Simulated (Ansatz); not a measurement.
The starting structures come from a database of crystals and need not be the phases stable at ambient conditions.

Tunnelling through a barrier is set by its complex band structure: the current falls as exp(−2κd) with the smallest κ.

```
CELL_PARAMETERS angstrom
      8.14017     0.00000     0.00000
      0.00000     8.14017     0.00000
      4.07009    -4.07009     5.75597
ATOMIC_POSITIONS crystal
  Cs 0.25000 0.25000 0.50000
  Cs 0.75000 0.75000 0.50000
  Na 0.50000 0.50000 0.00000
  Y  0.00000 0.00000 0.00000
  Br 0.24341 0.24341 0.00000
  Br 0.75659 0.75659 0.00000
  Br 0.75659 0.24341 0.00000
  Br 0.24341 0.75659 0.00000
  Br 0.75659 0.24341 0.48682
  Br 0.24341 0.75659 0.51318
```

Space group of this cell: Fm-3m. The cell is taken as given; by r2SCAN its mean pressure is -0.8 GPa.

Transport runs along the normal of the first two printed cell vectors, the (001) plane of the conventional cell.

The gap is the functional's own. No spin-orbit coupling. Mid-gap values are interpolated on the energy grid.

Question: Predict the band gap and the smallest decay constant κ at mid-gap from r2SCAN in Ansatz (an electronic-structure program).

Answer: Gap 4.73 eV on a 6×6×6 mesh; κ = 0.363 1/Å, at the zone centre.
